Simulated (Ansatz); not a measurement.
Start from BiTe (space group P-3m1, No. 164; a = 4.422 Å, c = 23.929 Å).

Calculations: PBE-D3(BJ)/PAW in Ansatz (a first-principles code), no SOC.

Before the change:

```
Item               Result
---------------  --------
Volume per atom  33.78 Å³
```

It is then changed as follows: a hydrostatic pressure of 7.5 GPa.

Problem. What happens to the volume per atom?

Solution. The volume per atom falls by 4.064 Å³, from 33.78 Å³ to 29.71 Å³.

Load acts through the strain it causes; cell and atoms are relaxed under it. Stability against distortions was not tested. Competing high-pressure phases were not computed.
